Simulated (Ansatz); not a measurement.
## TiAl: x(B) = 0.25, 8 atoms, Pmmm

The parent structure is TiAl (space group P4/mmm, No. 123; a = 2.797 Å, c = 4.032 Å).

The other end (x = 1) is TiB (space group P4/mmm, No. 123; a hypothetical phase, not in the database extracts checked): 10.33 Å³/atom, gap zero; this end may not be an ambient phase.

The change: B replaces 25.0 % of the Al, ordered in a cell of 8 atoms (starting symmetry Pmmm) and fully relaxed.

Computed with Kohn–Sham DFT with the PBEsol functional, run in Ansatz (a quantum-chemistry and plane-wave program) with PAW and 420 eV plane waves, scalar-relativistic without spin-orbit coupling. k-mesh 17×9×6 (Γ-centred); smearing 0.05 eV (Fermi–Dirac), for the changed cell.

```json
[
 {"quantity": "volume per atom", "base": "15.78 Å³", "changed": "14.40 Å³", "shift": "-1.374 Å³"},
 {"quantity": "shortest interatomic distance", "base": "2.797 Å", "changed": "2.533 Å", "shift": "-0.264 Å"},
 {"quantity": "band gap", "base": "zero", "changed": "zero", "shift": "–"},
 {"quantity": "mixing energy (to 0.01 eV only: unlike meshes or grids) (against an end that may be hypothetical)", "base": "–", "changed": "+0.08 eV/atom", "shift": "–"},
 {"quantity": "deviation of the volume from the linear (Vegard-type) interpolation", "base": "–", "changed": "-0.1 %", "shift": "–"}
]
```

Final structure:

```
Ti4Al3B
1.0
    2.75840     0.00000     0.00000
    0.00000     5.48569     0.00000
    0.00000     0.00000     7.61395
B Al Ti
1 3 4
Direct
  0.50000   0.50000   0.00000
  0.50000   0.50000   0.50000
  0.50000   0.00000   0.00000
  0.50000   0.00000   0.50000
  0.00000   0.26647   0.77739
  0.00000   0.26647   0.22261
  0.00000   0.73353   0.77739
  0.00000   0.73353   0.22261
```

Cost of the whole job for the changed cell (relaxation, final SCF and bands): roughly 5 core-minutes.

These are small ordered cells, not random alloys; other orderings at the same x differ. Stability against distortions was not tested. All final runs are without spin polarisation. An odd electron count without spin: TiAl and TiB. Ti4Al3B has a high density of states at the Fermi level and may be magnetic at this level.
